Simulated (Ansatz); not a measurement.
A computed series for Pt: response to strain

Base system: Pt in the fcc (Cu type) structure (space group Fm-3m, No. 225; a = 3.920 Å; relaxed with 0.1 eV smearing). Axes: x, y, z lie along the cube axes.

Strains are applied to the cell and any free atomic positions relax; under biaxial strain the out-of-plane vector relaxes too.

Method: PBEsol (Ansatz, a first-principles code, PAW, no spin-orbit coupling).

Notes on the quantities. in-plane stress: mean in-plane stress (compression positive).

| change | in-plane stress | ratio −ε⊥/ε∥ |
|---|---|---|
| biaxial strain −2.50 %, plane normal [111], relaxed out of plane | +11.2 GPa | 1.19 |
| biaxial strain −1.67 %, plane normal [111], relaxed out of plane | +7.0 GPa | 1.17 |
| biaxial strain −1.25 %, plane normal [111], relaxed out of plane | +5.1 GPa | 1.16 |
| biaxial strain −0.83 %, plane normal [111], relaxed out of plane | +3.3 GPa | 1.15 |
| biaxial strain −0.42 %, plane normal [111], relaxed out of plane | +1.6 GPa | – |
| biaxial strain +0.42 %, plane normal [111], relaxed out of plane | -1.5 GPa | – |
| biaxial strain +0.83 %, plane normal [111], relaxed out of plane | -2.9 GPa | 1.11 |
| biaxial strain +1.25 %, plane normal [111], relaxed out of plane | ? | ? |
| biaxial strain +2.08 %, plane normal [111], relaxed out of plane | -6.8 GPa | 1.07 |

Question: Fill in the withheld entries from the trend.

Answer: 
- biaxial strain +1.25 %, plane normal [111], relaxed out of plane, in-plane stress: -4.3 GPa
- biaxial strain +1.25 %, plane normal [111], relaxed out of plane, ratio −ε⊥/ε∥: 1.10

No phonon test of stability was made. The final runs are not spin-polarised.
